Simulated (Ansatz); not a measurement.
The starting structures come from a database of crystals and need not be the phases stable at ambient conditions.

The decay constant κ of evanescent states in the gap governs leakage through a thin film.

Input:

```xyz
16
Lattice="6.3083 0.0000 0.0000 0.0000 6.8944 0.0000 0.0000 0.0000 3.9114" Properties=species:S:1:pos:R:3 pbc="T T T"
Ba     2.2360     1.7188     0.0000
Ba     4.0723     5.1660     0.0000
H      4.3891     2.7003     1.9557
H      1.9193     6.1475     1.9557
H      0.0919     2.8508     1.9557
H      6.2164     6.2980     1.9557
H      5.5222     1.3052     0.7898
H      0.7861     4.7524     3.1216
H      5.5222     1.3052     3.1216
H      0.7861     4.7524     0.7898
O      5.0017     0.9387     0.0000
O      1.3066     4.3859     0.0000
O      2.7500     6.6578     1.9557
O      3.5583     3.2106     1.9557
O      0.1944     1.8835     1.9557
O      6.1139     5.3307     1.9557
```

Space group of this cell: Pmc2_1. The cell was relaxed by PBE-D3(BJ); by r2SCAN its mean pressure is -0.9 GPa.

Transport runs along the normal of the first two printed cell vectors.

The gap is the functional's own. No spin-orbit coupling. Mid-gap values are interpolated on the energy grid.

Problem. Predict the band gap and the smallest decay constant κ at mid-gap from r2SCAN in Ansatz (a first-principles code).

Solution. Gap 4.93 eV on a 6×6×8 mesh; κ = 0.419 1/Å, at the zone centre.
